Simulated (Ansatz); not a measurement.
**A computed series for GaN: pressure series**

Start from GaN in the wurtzite structure (space group P6_3mc, No. 186; a = 3.1827 Å, c = 5.1857 Å).

Cell and atoms are relaxed at each pressure.

Levels (all Ansatz, a program for electronic structure, PAW, earlier PAW set): PBEsol (420 eV, no spin-orbit coupling); r2SCAN (500 eV, no spin-orbit coupling); HSE06 (420 eV, no spin-orbit coupling); PBEsol+SOC (420 eV, noncollinear with spin-orbit coupling).

Band gaps by level, all at the geometries relaxed with PBEsol:

```csv
case,PBEsol,r2SCAN,HSE06,PBEsol+SOC
base,1.88 eV,2.35 eV,3.19 eV,1.87 eV
pressure −2 GPa,1.81 eV,2.27 eV,3.11 eV,1.80 eV
pressure −1 GPa,1.84 eV,2.31 eV,3.15 eV,1.84 eV
pressure 1.8 GPa,1.94 eV,2.41 eV,3.26 eV,1.94 eV
pressure 9 GPa,2.16 eV,2.65 eV,3.52 eV,2.16 eV
pressure 18 GPa,2.40 eV,2.91 eV,3.80 eV,2.40 eV
pressure 45 GPa,2.96 eV,3.50 eV,4.44 eV,2.96 eV
pressure 60 GPa,3.20 eV,3.75 eV,4.72 eV,3.20 eV
```

Single points use the geometry relaxed with PBEsol. Differences between runs with and without spin-orbit coupling are approximate. Load acts through the strain it causes; cell and atoms are relaxed under it. Stability against distortions was not tested. Measured, GaN leaves this structure (for rock salt) near 47 GPa (temperature not stated; as listed in Datta, Sujoy, Jana, Debnarayan, arXiv (2020)), on rising pressure, with hysteresis.
